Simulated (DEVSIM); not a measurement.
Device: Ni/SiO2/n-Si capacitor, at 250 K.

```tsv
layer (left to right)	material	thickness (nm)	Nd (cm⁻³)
1	SiO2	4.50	-
2	Si	830	4.8e17
```

Metal gate on the left, work function 5.1 eV. Fixed charge at the semiconductor interface -3.1e11 cm⁻² (in units of +e); no interface traps.

Constants are typed, rounded textbook-type inputs, not results; the design itself was drawn at random and stands for no fabricated device. Values at 300 K; Nc and Nv go as T^1.5, mobilities as T to minus their exponent, the gap by Varshni's rule with the affinity fixed.

| parameter | SiO2 | Si |
|---|---|---|
| gap (eV) | 9 | 1.124 |
| affinity (eV) | 0.9 | 4.05 |
| permittivity | 3.9 | 11.7 |
| Nc (cm⁻³) | - | 2.86e19 |
| Nv (cm⁻³) | - | 3.1e19 |
| Varshni α (eV/K) | - | 0.000473 |
| Varshni β (K) | - | 636 |

Simulated with DEVSIM: 1D Poisson equation in equilibrium, Boltzmann statistics, complete ionisation; no quantum confinement or tunnelling. Metal contacts follow the ideal Schottky-Mott rule: no Fermi-level pinning, no interface dipoles.

Base results: flat-band voltage (V) 1.03; threshold voltage (band bending 2φF) (V) -0.45; capacitance of the dielectric stack (μF/cm²) 0.767; minimum of the low-frequency capacitance (μF/cm²) 0.171.

What follows from this one change: fixed charge -3.1e+11 → 2.09e+12 cm^-2?

flat-band voltage 1.03 → 0.53 V; threshold voltage (band bending 2φF) -0.45 → -0.95 V; capacitance of the dielectric stack little changed (0.767 μF/cm²); minimum of the low-frequency capacitance little changed (0.171 μF/cm²).

What follows from this one change: substrate doping 4.8e+17 → 9.6e+16 cm^-3?

flat-band voltage 1.03 → 1.00 V; threshold voltage (band bending 2φF) -0.45 → -0.12 V; capacitance of the dielectric stack little changed (0.767 μF/cm²); minimum of the low-frequency capacitance 0.171 → 0.0903 μF/cm².

What follows from this one change: gate work function 5.1 → 4.8 eV?

flat-band voltage 1.03 → 0.73 V; threshold voltage (band bending 2φF) -0.45 → -0.75 V; capacitance of the dielectric stack little changed (0.767 μF/cm²); minimum of the low-frequency capacitance little changed (0.171 μF/cm²).

What follows from this one change: temperature 250 → 500 K?

flat-band voltage 1.03 → 0.91 V; threshold voltage (band bending 2φF) -0.45 → -0.16 V; capacitance of the dielectric stack little changed (0.767 μF/cm²); minimum of the low-frequency capacitance 0.171 → 0.219 μF/cm².
